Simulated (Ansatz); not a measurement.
Start from SnC in the rock salt structure (space group Fm-3m, No. 225; a hypothetical phase, not in the database extracts checked; relaxed with 0.1 eV smearing).

```yaml
crystal:
  lattice:
    - [0.00000, 2.40074, 2.40074]
    - [2.40074, 0.00000, 2.40074]
    - [2.40074, 2.40074, 0.00000]
  atoms:
    - { symbol: C, position: [0.00000, 0.00000, 0.00000] }
    - { symbol: Sn, position: [0.50000, 0.50000, 0.50000] }
```

Cartesian axes are those of the cell as printed.

All numbers come from plane-wave PAW DFT at the PBE level (Ansatz, a program for electronic structure, 420 eV), scalar-relativistic without spin-orbit coupling.

Base values:

| Property | Value |
|---|---|
| Pressure | 0.0 GPa |

Now apply this change: uniaxial strain ε_xx = +5.16 %, all other strain components held at zero, atoms relaxed at fixed cell.

### Question
What does the calculation give for the energy relative to the base and pressure after the change?

### Answer
The energy grows by 22 meV/atom; the pressure (mean of the normal stresses, compression positive) goes from zero to -5.3 GPa.

Stability against distortions was not tested. All final runs are without spin polarisation.
